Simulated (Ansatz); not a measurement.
**Bulk modulus B0 of CuPd (R-3m, No. 166, 2 atoms in the cell; start mp-1225701; a measured phase of this formula has another space group) at several levels of theory**

No measured value is used here.

| level (code) | value (GPa) | cell (Å³/atom) |
|---|---|---|
| LDA (Ansatz) | 207 | 12.70 |
| PBEsol (Ansatz) | 186 | 13.11 |
| r²SCAN (Ansatz) | 173 | 13.37 |

The crystal itself was run without spin with LDA, PBEsol, r²SCAN; a magnetic state was not tried in these runs. LDA, PBEsol, r²SCAN: the run has no spin polarisation, so it can have missed a magnetic state. LDA, PBEsol, r²SCAN: the bulk modulus is −V dP/dV from two relaxed cells at ±2 % in volume. LDA, PBEsol, r²SCAN: the relaxation could not lower the start's symmetry, so the cell can be a saddle point above a distorted one. Each level is taken at its own relaxed cell. Cutoffs differ between the levels. Ansatz's density-functional and Hartree–Fock values are scalar-relativistic unless marked +SOC, with PAW data made under PBE.

A start named mp-… is a Materials Project structure, which need not be a measured phase.

Ansatz is a program for electronic structure.
